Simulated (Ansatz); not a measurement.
Start from Ga2O3 in the corundum structure (space group R-3c, No. 167; a = 5.000 Å, c = 13.449 Å (hexagonal axes)). Axes: x lies along a and z along c of the hexagonal cell.

Calculations: PBEsol (Ansatz, a first-principles code; PAW; 420 eV plane waves; no SOC).

Base values:

| Item | Value |
|---|---|
| Smallest direct gap | 2.95 eV |

One thing is altered: strain tensor (xx, yy, zz, yz, xz, xy) = (+0.76, +0.16, +1.56, −1.19, +0.89, +0.83) %, atoms relaxed at fixed cell.

What happens to the energy relative to the base, stress and smallest direct gap?

The energy rises by 7.2 meV/atom; the stress (xx, yy, zz, yz, xz, xy; compression positive) comes out as (-4.28, -3.92, -6.03, 1.61, -1.55, -1.90) GPa; the smallest direct gap shrinks by 0.308 eV, from 2.95 eV to 2.65 eV.

Whether these cells are dynamically stable was not tested.
